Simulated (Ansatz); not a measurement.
The parent structure is Be2C (space group Fm-3m, No. 225; a = 4.328 Å).

Calculations: PBE (Ansatz, a program for electronic structure), spin-orbit coupling left out.

Base values:

* **Electron mass**: 0.69 mₑ along k, 0.23 mₑ across (at X)
* **Width of the top valence band**: 5.90 eV

One thing is altered: every lattice vector is shortened by 2.50 %, atoms relaxed at fixed cell.

Q: Estimate the effect on the electron mass and width of the top valence band.

A: The electron mass becomes 0.70 mₑ along k, 0.23 mₑ across (at X) (base: 0.69 mₑ along k, 0.23 mₑ across (at X)); the width of the top valence band increases by 0.29 eV to 6.19 eV.

The levels and masses belong to the bands next to the band gap. The cells carry an imposed strain or load. Effective masses come from finite differences of ±0.01 Å⁻¹. Along k means along the line from Γ to the band edge. Whether these cells are dynamically stable was not tested.
